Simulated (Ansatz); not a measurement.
# Al2O3: response to strain

The reference is Al2O3 in the corundum structure (space group R-3c, No. 167).

```
Al2O3
1.0
    2.40441     1.38819     4.37462
   -2.40441     1.38819     4.37462
    0.00000    -2.77638     4.37462
Al O
4 6
Cartesian
  0.00000   0.00000   8.50231
  0.00000   0.00000   1.94039
  0.00000   0.00000   4.62154
  0.00000   0.00000  11.18346
  0.73617   1.50130   5.46827
 -1.66824  -0.11311   5.46827
 -0.73617  -1.50130   7.65558
 -0.93208   1.38819   7.65558
  1.66824   0.11311   7.65558
  0.93208  -1.38819   5.46827
```

Cartesian axes are those of the cell as printed.

Strains are applied to the cell and any free atomic positions relax.

Computed with PBE/PAW in Ansatz (a quantum-chemistry and plane-wave program), scalar-relativistic without spin-orbit coupling.

Candidates:
(a) uniaxial strain ε_zz = −2.25 %
(b) uniaxial strain ε_zz = −1.50 %
(c) uniaxial strain ε_zz = −3.00 %

Before the change:

The band gap is 5.85 eV.

Order them by band gap, highest first.

(c) uniaxial strain ε_zz = −3.00 % (5.96 eV), (a) uniaxial strain ε_zz = −2.25 % (5.94 eV), (b) uniaxial strain ε_zz = −1.50 % (5.91 eV)

Whether these cells are dynamically stable was not tested.
